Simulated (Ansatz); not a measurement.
Defect migration in rutile SnO2: Sn vacancy, charge state -4. The step: one Sn atom jumps into the vacancy from a nearby Sn site; the atom moves 3.67 Å along (0.49, 0.49, -0.49) of the unit cell; the moving atom starts with neighbours O at 1.99, O at 2.08, 2 O at 2.11, 2 O at 2.14 Å and ends with O at 1.96, 2 O at 2.11, 3 O at 2.13 Å. DFT values are from Ansatz (plane-wave PAW, 420 eV unless said) in a cell of 72 host sites, spin-restricted, static, with no finite-size correction. The charge state is imposed; whether it is stable for some Fermi level was not computed. Forms of the defect that were not tried may lie lower. For the PBE band: the saddle point's order was not checked.

| Level | Forward barrier (eV) | Cost of the band or of the saddle's single point |
|---|---|---|
| CHGNet universal potential (has no charge state), its own band | 2.61 | - |
| PBE, one k-point at (0.250, 0.250, 0.250), band relaxed | 2.69 | about 40 core-minutes (a rough figure) |
| PBE, a 2×2×2 k-point mesh shifted by half a step, same geometries | 2.69 | around 2.3 core-minutes (rough) |
| r2SCAN at 500 eV, one k-point at (0.250, 0.250, 0.250), same geometries | [?] | very roughly 70 core-seconds |

Some entries are withheld; supply them.


- r2SCAN at 500 eV, one k-point at (0.250, 0.250, 0.250), same geometries, Forward barrier (eV): 3.04

Ansatz is an electronic-structure program.
